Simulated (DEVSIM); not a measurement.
System: TaN/SiO2/n-Si capacitor, at 250 K.

```tsv
layer (left to right)	material	thickness (nm)	Nd (cm⁻³)
1	SiO2	6.10	-
2	Si	13000	1.9e15
```

Metal gate on the left, work function 4.4 eV. Fixed charge at the semiconductor interface 4.8e11 cm⁻² (in units of +e); no interface traps.

The device is made up for the run: typed textbook-type constants, with dimensions and the other settings drawn at random. Values at 300 K; Nc and Nv go as T^1.5, mobilities as T to minus their exponent, the gap by Varshni's rule with the affinity fixed.

```csv
parameter,SiO2,Si
gap (eV),9,1.124
affinity (eV),0.9,4.05
permittivity,3.9,11.7
Nc (cm⁻³),-,2.86e19
Nv (cm⁻³),-,3.1e19
Varshni α (eV/K),-,0.000473
Varshni β (K),-,636
```

DEVSIM, 1D Poisson equation in equilibrium, Boltzmann statistics, complete ionisation; no quantum confinement or tunnelling. Metal contacts follow the ideal Schottky-Mott rule: no Fermi-level pinning, no interface dipoles.

Problem. Give the band bending (positive: bands bend down) and minority sheet density.

Solution. 
```json
[
 {"Vg (V)": "-1.6", "ψs (V)": "-0.932", "minority carriers (cm⁻²)": "2.3e12"},
 {"Vg (V)": "-1.3", "ψs (V)": "-0.909", "minority carriers (cm⁻²)": "1.3e12"},
 {"Vg (V)": "-1", "ψs (V)": "-0.865", "minority carriers (cm⁻²)": "3.8e11"},
 {"Vg (V)": "-0.7", "ψs (V)": "-0.677", "minority carriers (cm⁻²)": "1.7e8"},
 {"Vg (V)": "-0.4", "ψs (V)": "-0.386", "minority carriers (cm⁻²)": "< 1e8"},
 {"Vg (V)": "-0.1", "ψs (V)": "-0.100", "minority carriers (cm⁻²)": "< 1e8"},
 {"Vg (V)": "0.2", "ψs (V)": "0.108", "minority carriers (cm⁻²)": "< 1e8"},
 {"Vg (V)": "0.5", "ψs (V)": "0.168", "minority carriers (cm⁻²)": "< 1e8"},
 {"Vg (V)": "0.8", "ψs (V)": "0.194", "minority carriers (cm⁻²)": "< 1e8"}
]
```
